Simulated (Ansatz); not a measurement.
Start from HgTe in the zinc blende structure (space group F-43m, No. 216; a = 6.4350 Å). Axes: x, y, z lie along the cube axes.

Level of theory: Ansatz (a first-principles code) LDA, spin-orbit coupling left out.

Before the change:

Pressure: 0.0 GPa
Shortest interatomic distance: 278.6 pm

It is then changed as follows: biaxial strain −3.00 %, plane normal [001], relaxed out of plane (Cartesian); in-plane vectors clamped, the third vector and the atoms free.

Q: Predict the new pressure, shortest interatomic distance and energy relative to the base.

A: The pressure (mean of the normal stresses, compression positive) goes from zero to 0.9 GPa; the shortest interatomic distance shrinks by 1.5 pm to 277.1 pm; the energy rises by 8.1 meV/atom.

The mesh was chosen for an insulator and is coarse for the gapless case. Stability against distortions was not tested. All final runs are without spin polarisation.
